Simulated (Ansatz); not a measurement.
Consider K₂S in the anti-fluorite structure (space group Fm-3m, No. 225).

```xyz
3
Lattice="0.0000 3.7310 3.7310 3.7310 0.0000 3.7310 3.7310 3.7310 0.0000" Properties=species:S:1:pos:R:3 pbc="T T T"
K      1.8655     1.8655     1.8655
K      5.5965     5.5965     5.5965
S      0.0000     0.0000     0.0000
```

Calculations: PBE in Ansatz (plane waves to 420 eV, PAW, spin-orbit coupling left out).

For the base:

| Quantity | Result |
|---|---|
| Band gap | 2.32 eV |
| Electron mass | 0.36 mₑ (at Γ) |
| Lattice parameter a | 746.2 pm |

Perturbation: a negative pressure, −1 GPa.

**Question.** What happens to the band gap?

**Answer.** The band gap shrinks by 0.156 eV (2.32 eV → 2.17 eV).

**Question.** How does this affect the electron mass?

**Answer.** The electron mass is still 0.36 mₑ (at Γ).

**Question.** How does this affect the lattice parameter a?

**Answer.** The lattice parameter a increases by 15.8 pm to 762.0 pm.

Load acts through the strain it causes; cell and atoms are relaxed under it. Masses are band curvatures over ±0.01 Å⁻¹ around the edge. Stability against distortions was not tested.

Ansatz is a quantum-chemistry and plane-wave program.
